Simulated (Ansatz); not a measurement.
**Effect of Sn → Ir on hypothetical rutile SnSe2**

Start from SnSe₂ in the rutile structure (space group P4_2/mnm, No. 136; a = 6.415 Å, c = 3.994 Å; a hypothetical phase, not in the database extracts checked).

Perturbation: every Sn is replaced by Ir; the structure is relaxed again.

Method: PBEsol/PAW in Ansatz (a first-principles code), scalar-relativistic without spin-orbit coupling, earlier PAW set. Γ-centred 9×9×12 mesh, Fermi–Dirac width 0.05 eV, for the changed cell.

- Volume per atom: 20.37 Å³ (base 27.40 Å³)
- Density: 9.51 g/cm³ (base 5.59 g/cm³)
- Lattice parameter a: 5.598 Å (base 6.415 Å)
- c/a ratio: 0.697 (base 0.623)
- Space group: P4_2/mnm (No. 136) (base P4_2/mnm (No. 136))
- Shortest interatomic distance: 2.442 Å (base 2.666 Å)
- Band gap: zero (base zero)

Cost of the whole job for the changed cell (relaxation, final SCF and bands): very roughly 2.8 core-minutes.

No phonon test of stability was made. As relaxed here, IrSe2 is a hypothetical phase, not in the database extracts checked. The final runs are not spin-polarised. IrSe2 has a high density of states at the Fermi level and may be magnetic at this level. The zero or small gap of SnSe2 can change with the level of theory.
